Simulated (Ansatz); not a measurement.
MgI2 on InSe (MgI2 octahedral (1T); facing atoms over hollows or bridges; layers strained to one cell), space group P3m1.

The geometry comes from a PBE+D3(BJ) relaxation.

```xyz
7
Lattice="4.0291 0.0000 0.0000 -2.0145 3.4893 0.0000 0.0000 0.0000 29.8800" Properties=species:S:1:pos:R:3 pbc="T T T"
Se     2.0145     1.1631     8.9153
In     0.0000     2.3262    10.2087
In     0.0000     2.3262    13.0021
Se     2.0145     1.1631    14.2932
I      0.0000     2.3262    17.5812
Mg     2.0145     1.1631    19.2920
I      0.0000     0.0000    21.0074
```

The numbers are results of HSE06 (plane waves to 420 eV, PAW; Ansatz, a first-principles code), not measurements. Spin–orbit coupling is left out; with elements this heavy it can move edges by tenths of an eV. Its k-point mesh 6×6×1, Fermi–Dirac width 0.01 eV. HSE06 ran on meshes of its own (6×6×1); its edges and gaps are taken over the mesh and over extra points off it, mostly where PBE has its edges. A dipole correction is on.

Task: List the levels next to the gap at (0.000, 0.111, 0.000) of this cell's own (folded) zone, from the top of the valence band (the table ends after a fixed count of bands, which can cut a degenerate set).

Result: 
```csv
band,E − E_v (eV)
v4,-0.826
v3,-0.733
v2,-0.523
v1,0.000
c1,2.896
c2,4.131
c3,5.127
c4,5.317
```
